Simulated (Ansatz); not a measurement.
## GaP: pressure series

Consider GaP in the zinc blende structure (space group F-43m, No. 216; a = 5.451 Å).

Cell and atoms are relaxed at each pressure.

Level of theory: Kohn–Sham DFT with the r2SCAN functional, run in Ansatz (a quantum-chemistry and plane-wave program) with PAW and 500 eV plane waves, no SOC.

| change | lattice parameter a | band gap | smallest direct gap |
|---|---|---|---|
| base | 5.451 Å | 1.85 eV | 2.36 eV |
| pressure −2 GPa | 5.495 Å | 1.88 eV | 2.15 eV |
| pressure −1 GPa | 5.473 Å | 1.87 eV | 2.26 eV |
| pressure 3 GPa | 5.394 Å | 1.79 eV | 2.64 eV |
| pressure 7 GPa | 5.328 Å | 1.72 eV | 2.98 eV |
| pressure 15 GPa | 5.222 Å | 1.58 eV | 3.53 eV |
| pressure 30 GPa | 5.074 Å | 1.36 eV | 4.00 eV |
| pressure 50 GPa | 4.932 Å | 1.10 eV | 3.87 eV |
| pressure 75 GPa | 4.800 Å | 0.81 eV | 3.69 eV |
| pressure 100 GPa | 4.698 Å | 0.57 eV | 3.53 eV |

Load acts through the strain it causes; cell and atoms are relaxed under it. No phonon test of stability was made. Measured, GaP leaves this structure (for a Cmcm phase) near 26 GPa (temperature not stated; as listed in Datta, Sujoy, Jana, Debnarayan, arXiv (2020)).
